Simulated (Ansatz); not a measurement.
An Ansatz (a quantum-chemistry and plane-wave program) run: KTaO3 with a change (O → C); PBE (Ansatz), without spin-orbit coupling, earlier PAW set.

Input:

Ansatz 0.2 input:
```yaml
crystal:
  lattice:
    - [4.2903126017, 0, 0]
    - [0, 4.2903126017, 0]
    - [0, 0, 4.2903126017]
  atoms:
    - { symbol: K, position: [0, 0, 0] }
    - { symbol: Ta, position: [0.5, 0.5, 0.5] }
    - { symbol: C, position: [0, 0.5, 0.5] }
    - { symbol: C, position: [0.5, 0.5, 0] }
    - { symbol: C, position: [0.5, 0, 0.5] }
basis: { ecutwfc: 420, ecutrho_ratio: 4, xc_grid: 2, fft_grid_basis: typed }
kpoints: { mp_grid: { grid: [11, 11, 11] } }
hamiltonian:
  xc: pbe
  dispersion: none
  pseudopotentials: { azcp: { folder: ./paw }, kind: paw }
scf: { occupations: { method: fermi_dirac, width: 0.05 }, convergence: { dr2_threshold: 0.0000000005 } }
output: { forces: true, stress: true }
checkpoint: { write: state.ck, write_every: 1000 }
```

Output (explanatory and most iteration lines left out):

```
Pseudopotential: K, paw, valence charge 9
Pseudopotential: Ta, paw, valence charge 13
Pseudopotential: C, paw, valence charge 4
Crystal: 5 atoms, lattice volume = 78.971 Å³
Basis set: ecut = 420 eV, 1551 PW (Γ), exchange–correlation on 60×60×60 points (8 copies of the dense FFT grid, shifted against one another)
Bands: 22, of which v1, the nominal top of the filled ones, is band 17 counted from 1 (16 counted from 0)
Symmetry: 48 space group operations
Space group: Pm-3m (ITA 221), of the structure as read, at distance tolerance 4.3e-5 Å
k-points: 56 of 1331
Functional: x = pbe(κ = 0.804, μ = 0.2195149727645171), c = pbe(β = 0.06672455060314922)
SCF iter   1: F=—  HF=-12217.077792 eV  |F-HF|=—  |Δ(HF+E_count)|=         —  Δρ=5.87e-2  dr2=1.57e0  ethr=3.10e-3  ⟨swp⟩=6.9  Hψ=5927  notcnv=0
SCF iter   2: F=—  HF=-12216.776838 eV  |F-HF|=—  |Δ(HF+E_count)|=   3.01e-1  Δρ=3.14e-2  dr2=4.85e-1  ethr=3.10e-3  ⟨swp⟩=1.2  Hψ=1698  notcnv=0
SCF 1 converged in 10 iterations: F = -12216.659682 eV  dr2 = 8.34e-11
SCF converged after 10 iterations
Free energy (F): -12216.659682 eV
Internal energy: -12216.633726 eV  (E = F + TS)
E sigma→0 (E₀):  -12216.646704 eV
Entropy (-TS):   -0.025957 eV (-5.191 meV/atom)
Fermi energy:    7.724854 eV
--- Forces (eV/Å), atoms counted from 1 ---
  atom   1  K      0.00000000    -0.00000000    -0.00000000
  atom   2  Ta     0.00000000    -0.00000000     0.00000000
  atom   3  C      0.00000000    -0.00000000    -0.00000000
  atom   4  C     -0.00000000    -0.00000000     0.00000000
  atom   5  C     -0.00000000    -0.00000000    -0.00000000
--- Stress (GPa, compression-positive) ---
        0.004655      -0.000000       0.000000
       -0.000000       0.004655       0.000000
        0.000000       0.000000       0.004655
  P = ⅓ Tr σ = 0.0047 GPa (0.047 kbar)
```

Whether these cells are dynamically stable was not tested. The final runs are not spin-polarised. The cell was made from KTaO3 by this change: O → C; the result is a hypothetical phase, not in the database extracts checked. KTaC3 has a high density of states at the Fermi level and may be magnetic at this level.
